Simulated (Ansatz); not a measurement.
Start from SiC in the zinc blende structure (space group F-43m, No. 216; a = 4.356 Å). Axes: x, y, z lie along the cube axes.

The values are results of Kohn–Sham DFT with the r2SCAN functional, run in Ansatz (a program for electronic structure) with PAW and 500 eV plane waves, no SOC, not measurements.

Base values:

| Property | Value |
|---|---|
| Valence-band top at Γ | 0.00, 0.00, 0.00 eV |
| Band gap | 1.71 eV |
| Electron mass | 0.64 mₑ along k, 0.23 mₑ across (at X) |

Perturbation: uniaxial strain ε_zz = +3.00 %, all other strain components held at zero; the atoms relax in the strained cell.

**Question.** What happens to the valence-band top at Γ?

**Answer.** The valence-band top at Γ (three highest levels, from the VBM) changes from 0.00, 0.00, 0.00 eV to 0.00, 0.00, -0.22 eV.

**Question.** Estimate the effect on the band gap.

**Answer.** The band gap decreases by 0.14 eV to 1.57 eV.

**Question.** What happens to the electron mass?

**Answer.** The electron mass changes from 0.64 mₑ along k, 0.23 mₑ across (at X) to 0.63 mₑ along k, 0.23 mₑ across (at X).

**Question.** Predict the new stress.

**Answer.** The stress (xx, yy, zz, yz, xz, xy; compression positive) comes out as (-3.50, -3.50, -12.18, 0.00, 0.00, 0.00) GPa.

Masses are band curvatures over ±0.01 Å⁻¹ around the edge. Along k means along the line from Γ to the band edge. Gaps are read on the SCF mesh and a high-symmetry path. Stability against distortions was not tested.
